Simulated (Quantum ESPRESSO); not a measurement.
Band structure of SrMg (C2, 6 atoms in the cell).

```yaml
crystal:
  lattice:
    - [5.63793, -3.22247, 0.00000]
    - [5.63793, 3.22247, 0.00000]
    - [-3.07515, 0.00000, 6.19018]
  atoms:
    - { symbol: Sr, position: [0.63939, 0.36061, 0.00000] }
    - { symbol: Sr, position: [0.84929, 0.82971, 0.51074] }
    - { symbol: Sr, position: [0.17029, 0.15071, 0.48926] }
    - { symbol: Mg, position: [0.33992, 0.99792, 0.99535] }
    - { symbol: Mg, position: [0.00208, 0.66008, 0.00465] }
    - { symbol: Mg, position: [0.49903, 0.50097, 0.50000] }
```

Computed with LDA (PZ), GBRV 1.5 ultrasoft (LDA) pseudopotentials (plane waves; Quantum ESPRESSO).

Settings: ecutwfc = 40 Ry; ecutrho = 200 Ry; occupations = smearing; smearing = fd; degauss = 0.0073499 Ry; potentials = {Sr: sr_lda_v1.uspp.F.UPF, Mg: mg_lda_v1.4.uspp.F.UPF}; K_POINTS = automatic 3 3 2 0 0 0; conv_thr = 1e-11 Ry; mixing_beta = 0.7.

The starting cell comes from a database of computed structures (which also holds hypothetical and non-ambient phases and stackings), without a prior relaxation at this level. Its lattice was rescaled by a random factor within 2.5 % of one.

Levels in eV from the Fermi level, bands 27 to 34:
| point | 27 | 28 | 29 | 30 | 31 | 32 | 33 | 34 |
|---|---|---|---|---|---|---|---|---|
| Γ | -0.57 | -0.50 | -0.33 | -0.22 | 0.09 | 0.17 | 0.54 | 0.94 |
| Y | -1.95 | -0.89 | -0.42 | -0.25 | 0.04 | 0.17 | 0.61 | 0.94 |
| F | -1.17 | -0.62 | -0.26 | -0.12 | -0.05 | 0.34 | 0.57 | 0.87 |
| L | -1.47 | -1.42 | -0.71 | -0.17 | -0.14 | 0.16 | 0.31 | 1.03 |
| Z | -0.83 | -0.70 | -0.27 | -0.18 | 0.26 | 0.52 | 0.79 | 0.97 |
| H | -1.65 | -1.08 | -0.45 | -0.39 | -0.04 | 0.20 | 0.61 | 0.95 |
| Y1 | -1.95 | -0.89 | -0.42 | -0.25 | 0.04 | 0.17 | 0.61 | 0.94 |
| X | -2.10 | -1.20 | -0.77 | -0.60 | 0.44 | 0.91 | 0.93 | 1.31 |

Bands cross the Fermi level along this path, so the cell is metallic at this level.
